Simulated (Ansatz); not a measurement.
**What pressure 1.5 GPa does to LaTiO3**

Start from LaTiO3 in the cubic perovskite structure (space group Pm-3m, No. 221; a = 3.9057 Å).

It is then changed as follows: cell and atoms relaxed at a pressure of 1.5 GPa.

All numbers come from plane-wave PAW DFT at the PBEsol level (Ansatz, a program for electronic structure, 420 eV), no spin-orbit coupling. k-mesh 12×12×12 (Γ-centred); smearing 0.05 eV (Fermi–Dirac).

```json
[
 {"quantity": "volume per atom", "base": "11.92 Å³", "changed": "11.83 Å³", "shift": "-0.09 Å³"},
 {"quantity": "density", "base": "6.54 g/cm³", "changed": "6.59 g/cm³", "shift": "+0.05 g/cm³"},
 {"quantity": "lattice parameter a", "base": "3.906 Å", "changed": "3.896 Å", "shift": "-0.010 Å"},
 {"quantity": "shortest interatomic distance", "base": "1.953 Å", "changed": "1.948 Å", "shift": "-0.005 Å"},
 {"quantity": "enthalpy H = E + PV relative to the base's energy", "base": "–", "changed": "+0.11 eV/atom", "shift": "–"},
 {"quantity": "band gap", "base": "zero", "changed": "zero", "shift": "–"}
]
```

Final structure:

```
LaTiO3
1.0
    3.89610     0.00000     0.00000
    0.00000     3.89610     0.00000
    0.00000     0.00000     3.89610
La Ti O
1 1 3
Direct
  0.00000   0.00000   0.00000
  0.50000   0.50000   0.50000
  0.00000   0.50000   0.50000
  0.50000   0.00000   0.50000
  0.50000   0.50000   0.00000
```

Load acts through the strain it causes; cell and atoms are relaxed under it. Whether these cells are dynamically stable was not tested. No Hubbard U is applied, and correlation can decide whether such a compound is a metal. All final runs are without spin polarisation. An odd electron count without spin: LaTiO3. Many cubic perovskites are stable only at high temperature; tilts and polar distortions were not tested.
